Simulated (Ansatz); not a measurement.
An Ansatz (a program for electronic structure) run: TlBr with a change (pressure −1 GPa); PBEsol (Ansatz; PAW; 420 eV plane waves; without spin-orbit coupling), earlier PAW set.

Input:

Ansatz 0.2 input:
```yaml
crystal:
  lattice:
    - [2.1696081114, -6.0770314228, 0]
    - [2.1696081114, 6.0770314228, 0]
    - [0, 0, 4.8687434371]
  atoms:
    - { symbol: Tl, position: [0.3905114954, 0.6094885046, 0.75] }
    - { symbol: Tl, position: [0.6094885046, 0.3905114954, 0.25] }
    - { symbol: Br, position: [0.8638778786, 0.1361221214, 0.25] }
    - { symbol: Br, position: [0.1361221214, 0.8638778786, 0.75] }
basis: { ecutwfc: 420, ecutrho_ratio: 4, xc_grid: 2, fft_grid_basis: typed }
kpoints: { mp_grid: { grid: [8, 8, 7] } }
hamiltonian:
  xc: pbesol
  dispersion: none
  pseudopotentials: { azcp: { folder: ./paw }, kind: paw }
scf: { occupations: { method: fermi_dirac, width: 0.05 } }
relax: { f_tol: 0.01, max_steps: 60, cell: { stress_tol: 0.02, p_target: -1.0 } }
output: { forces: true, stress: true }
checkpoint: { write: state.ck, write_every: 1000 }
```

Output (explanatory and most iteration lines left out):

```
Relaxation: its limit of steps is 60 (relax.max_steps)
Pseudopotential: Tl, paw, valence charge 13
Pseudopotential: Br, paw, valence charge 7
Crystal: 4 atoms, lattice volume = 128.387 Å³
Basis set: ecut = 420 eV, 2499 PW (Γ), exchange–correlation on 90×90×72 points (8 copies of the dense FFT grid, shifted against one another)
Bands: 24, of which v1, the nominal top of the filled ones, is band 20 counted from 1 (19 counted from 0)
Symmetry: 8 space group operations
Space group: Cmcm (ITA 63), of the structure as read, at distance tolerance 5.0e-5 Å
k-points: 84 of 448
Functional: x = pbesol(κ = 0.804, μ = 0.12345679012345678), c = pbesol(β = 0.046)
SCF iter   1: F=—  HF=-28072.467342 eV  |F-HF|=—  |Δ(HF+E_count)|=         —  Δρ=3.20e-2  dr2=2.97e0  ethr=3.10e-3  ⟨swp⟩=6.1  Hψ=8701  notcnv=0
SCF iter   2: F=—  HF=-28071.540834 eV  |F-HF|=—  |Δ(HF+E_count)|=   9.27e-1  Δρ=9.75e-3  dr2=2.90e-1  ethr=3.10e-3  ⟨swp⟩=3.0  Hψ=5103  notcnv=0
SCF 1 converged in 8 iterations: F = -28071.431500 eV  dr2 = 2.32e-8
relax step   1: F+E_penalty+E_count = -28071.43149991 eV  Δ(F+E_penalty+E_count) = +0.000e0 eV  max|allowed force component| = 8.532e-4 eV/Å  Δτ_max = 0.0000 Å  P = -0.006 GPa  Ω = 128.387 Å³  (8 SCF iters, dr2 threshold 1.00e-7 eV, accepted)
[... steps on the carried basis left out ...]
relax step   8: F+E_penalty+E_count = -28071.40102286 eV  Δ(F+E_penalty+E_count) = -5.653e-4 eV  max|allowed force component| = 4.422e-4 eV/Å  Δτ_max = 0.0000 Å  P = -0.999 GPa  Ω = 137.049 Å³  stress off target by 4.00e-3 GPa  SCF on the basis re-selected at this cell (its energy is not comparable with the rows above)  (5 SCF iters)
SCF converged after 5 iterations
Free energy (F): -28071.401023 eV
Internal energy: -28071.401023 eV  (E = F + TS)
E sigma→0 (E₀):  -28071.401023 eV
Fermi energy:    5.263660 eV
--- Forces (eV/Å), atoms counted from 1 ---
  atom   1  Tl     0.00000000    -0.00016105     0.00000000
  atom   2  Tl     0.00000000     0.00016105     0.00000000
  atom   3  Br     0.00000000    -0.00044216     0.00000000
  atom   4  Br     0.00000000     0.00044216     0.00000000
--- Stress (GPa, compression-positive) ---
       -0.997444      -0.000000       0.000000
       -0.000000      -0.996001       0.000000
        0.000000       0.000000      -1.002364
  P = ⅓ Tr σ = -0.9986 GPa (-9.986 kbar)
--- Relaxed structure (7 steps of the walk, 7 accepted, 1 SCFs on fresh bases) ---
  cell:  # Å, volume = 137.0494 Å³
    - [2.2302582204111854, -6.288863205810311, -1.2928593494879787e-17]
    - [2.2302582204111854, 6.288863205810311, 1.2928593494879772e-17]
    - [-1.8215603450781982e-32, 1.0358018636034505e-17, 4.885623358122751]
  atoms:
    - { symbol: Tl, position: [0.3848420355900064, 0.6151579644099935, 0.75] }
    - { symbol: Tl, position: [0.6151579644099935, 0.3848420355900064, 0.24999999999999997] }
    - { symbol: Br, position: [0.8623046796831497, 0.1376953203168501, 0.24999999999999997] }
    - { symbol: Br, position: [0.1376953203168501, 0.8623046796831497, 0.75] }
```

With Tl present, leaving out spin-orbit coupling can change the band edges. Load acts through the strain it causes; cell and atoms are relaxed under it. Whether these cells are dynamically stable was not tested. The cell was made from TlBr (space group Cmcm, No. 63; a cell from a computed database, its experimental status unchecked) by this change: pressure −1 GPa. This is not the structure that TlBr has at room temperature and ambient pressure.
